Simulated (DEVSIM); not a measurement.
Structure: Schottky contact on n-type Si, at 400 K.

```csv
layer (left to right),material,thickness (μm),Nd (cm⁻³),τn (s),τp (s)
1,Si,2.20,1.5e15,0.00067,0.00067
```

Left contact: Schottky, work function 4.69 eV, emission velocity 8.9e6 cm/s. Right contact: ohmic. Voltage is applied to the left contact. Recombination: SRH at mid-gap. Mobility is constant in doping. Where it depends on doping, it is μmin + (μ − μmin)/(1 + (N/Nref)^α).

The device is made up for the run: typed textbook-type constants, with dimensions and the other settings drawn at random. Values at 300 K; Nc and Nv go as T^1.5, mobilities as T to minus their exponent, the gap by Varshni's rule with the affinity fixed. The table also holds parameters that only a changed run uses.

| parameter | Si |
|---|---|
| gap (eV) | 1.124 |
| affinity (eV) | 4.05 |
| permittivity | 11.7 |
| Nc (cm⁻³) | 2.86e19 |
| Nv (cm⁻³) | 3.1e19 |
| μn (cm²/Vs) | 1417 |
| μp (cm²/Vs) | 470 |
| μn,min | 52 |
| μp,min | 45 |
| Nref,n | 9.7e16 |
| Nref,p | 2.2e17 |
| αn | 0.68 |
| αp | 0.72 |
| T exponent of μn | 2.3 |
| T exponent of μp | 2.2 |
| Cn (cm⁶/s) | 2.8e-31 |
| Cp (cm⁶/s) | 9.9e-32 |
| Varshni α (eV/K) | 0.000473 |
| Varshni β (K) | 636 |

Model (solved in DEVSIM): 1D drift-diffusion, Boltzmann statistics, complete ionisation; no tunnelling, impact ionisation, image-force lowering or self-heating. Metal contacts follow the ideal Schottky-Mott rule: no Fermi-level pinning, no interface dipoles.

Base results: dark forward voltage at 100 A/cm² (V) 0.349; potential step across the device at zero bias (V) 0.285; largest field in the device at zero bias (V/cm) 11000.

Question: What follows from this one change: metal work function 4.69 → 4.54 eV?

Answer: dark forward voltage at 100 A/cm² 0.349 → 0.205 V; potential step across the device at zero bias 0.285 → 0.135 V; largest field in the device at zero bias 11000 → 6900 V/cm.

Question: What follows from this one change: temperature 400 → 500 K?

Answer: dark forward voltage at 100 A/cm² 0.349 → 0.260 V; potential step across the device at zero bias 0.285 → 0.184 V; largest field in the device at zero bias little changed (10000 V/cm).

Question: What follows from this one change: thickness of layer 1 2.2 → 3.7 μm?

Answer: dark forward voltage at 100 A/cm² 0.349 → 0.434 V; potential step across the device at zero bias little changed (0.285 V); largest field in the device at zero bias little changed (11000 V/cm).

Question: What follows from this one change: doping-dependent mobility in place of the constant one?

Answer: dark forward voltage at 100 A/cm² 0.349 → 0.357 V; potential step across the device at zero bias little changed (0.285 V); largest field in the device at zero bias little changed (11000 V/cm).
